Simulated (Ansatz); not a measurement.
**Hypothetical rock salt BN, response to strain**

Take BN in the rock salt structure (space group Fm-3m, No. 225; a = 3.483 Å; a hypothetical phase, not in the database extracts checked) as the base. Axes: x, y, z lie along the cube axes.

Strains are applied to the cell and any free atomic positions relax; under biaxial strain the out-of-plane vector relaxes too.

Calculations: PBEsol (Ansatz, a first-principles code, PAW, without spin-orbit coupling).

Notes on the quantities. band gap: an upper bound: an edge found on the path is not a true extremum; the base alone; energy relative to the base: free energy F; pressure: mean of the normal stresses, compression positive.

| variant | band gap | energy relative to the base | volume per atom | pressure |
|---|---|---|---|---|
| base | 1.29 eV | 0 meV/atom | 5.28 Å³ | 0.00 GPa |
| biaxial strain +1.49 %, plane normal [111], relaxed out of plane | 0.99 eV | +8.6 meV/atom | 5.44 Å³ | ___ |
| isotropic strain −5.11 % | 2.56 eV | +179 meV/atom | 4.51 Å³ | ___ |
| isotropic strain −3.04 % | 2.04 eV | +60 meV/atom | 4.81 Å³ | ___ |
| isotropic strain +2.47 % | 0.76 eV | +34 meV/atom | 5.68 Å³ | -25.34 GPa |
| isotropic strain +5.74 % | 0.13 eV | +166 meV/atom | 6.24 Å³ | ___ |

Task: Complete the table.

Result: 
- biaxial strain +1.49 %, plane normal [111], relaxed out of plane, pressure: -11.32 GPa
- isotropic strain −5.11 %, pressure: 84.65 GPa
- isotropic strain −3.04 %, pressure: 44.09 GPa
- isotropic strain +5.74 %, pressure: -48.13 GPa

Gaps are Kohn–Sham eigenvalue differences; semilocal functionals usually give less than the measured gap. Stability against distortions was not tested. A zero or small gap of BN under isotropic strain +5.74 % can be the functional's error rather than a property of the material.
